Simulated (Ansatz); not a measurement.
These are PBE (plane waves to 420 eV, PAW; Ansatz, an electronic-structure program) values and carry that method's errors.

Planar average of the electrostatic potential across the slab, in eV from the Fermi level, for a constructed model of the (111) surface of fcc Au, a pseudomorphic layer of Al in the host's stacking (bottom of the slab: a bare face, its two planes held):

(z (Å), V (eV)): (3.95, 5.17); (4.24, 5.17); (4.52, 5.17); (4.80, 5.16); (5.08, 5.16); (5.37, 5.15); (5.65, 5.12); (5.93, 5.06); (6.21, 4.94); (6.50, 4.66); (6.78, 4.03); (7.06, 2.60); (7.34, -1.13); (7.62, -8.21); (7.91, -13.92); (8.19, -15.96); (8.47, -14.40); (8.75, -9.21); (9.04, -2.35); (9.32, 0.88); (9.60, 0.08); (9.88, -5.16); (10.17, -11.94); (10.45, -15.74); (10.73, -15.93); (11.01, -12.53); (11.30, -5.94); (11.58, -0.31); (11.86, 0.76); (12.14, -2.13); (12.43, -8.93); (12.71, -14.43); (12.99, -16.34); (13.27, -14.69); (13.56, -9.42); (13.84, -2.52); (14.12, 0.73); (14.40, -0.01); (14.69, -5.26); (14.97, -12.02); (15.25, -15.79); (15.53, -15.94); (15.81, -12.49); (16.10, -5.87); (16.38, -0.22); (16.66, 0.95); (16.94, -1.60); (17.23, -8.27); (17.51, -14.06); (17.79, -16.28); (18.07, -14.94); (18.36, -9.95); (18.64, -2.96); (18.92, 0.84); (19.20, 0.82); (19.49, -2.85); (19.77, -9.92); (20.05, -15.15); (20.33, -16.71); (20.62, -14.79); (20.90, -9.38); (21.18, -3.06); (21.46, -1.15); (21.75, -3.29); (22.03, -6.01); (22.31, -6.86); (22.59, -6.86); (22.87, -6.27); (23.16, -3.99); (23.44, -0.35); (23.72, 1.95); (24.00, 3.14); (24.29, 3.76); (24.57, 4.06); (24.85, 4.20); (25.13, 4.28); (25.42, 4.31); (25.70, 4.33); (25.98, 4.33); (26.26, 4.34); (26.55, 4.34); (26.83, 4.34)

Set-up: 7 atoms, 14.1 Å thick at the start; mesh 15x15x1; 0.1 eV smearing; dipole correction on; 2 atoms held, the rest relaxed; held to the start's symmetry, so lower structures may exist; no spin, no spin-orbit, no U. It is one candidate, not shown to be the stable structure of the face.

Question: The surface cell has an area of 7.48 Å². What dipole along the normal does the step between the two vacuum levels imply?

Answer: the top vacuum level lies 0.83 eV below the bottom one; p = −ε₀ A ΔV (ε₀ = 0.005526 e/(V·Å)) gives 0.03 e·Å a cell.
